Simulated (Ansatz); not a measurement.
Consider LiNbO$_{3}$ (space group R3c, No. 161; a = 5.135 Å, c = 13.825 Å (hexagonal axes)).

Method: PBEsol (Ansatz, a program for electronic structure; PAW; 420 eV plane waves; spin-orbit coupling left out).

For the base:

- Lattice parameter a = 5.135 Å
- c/a ratio = 2.693

The change: a hydrostatic pressure of 4.2 GPa.

Problem. How does this affect the lattice parameter a and c/a ratio?

Solution. The lattice parameter a falls by 0.0631 Å to 5.071 Å; the c/a ratio grows by 0.008, from 2.693 to 2.701.

Load acts through the strain it causes; cell and atoms are relaxed under it. Whether these cells are dynamically stable was not tested.
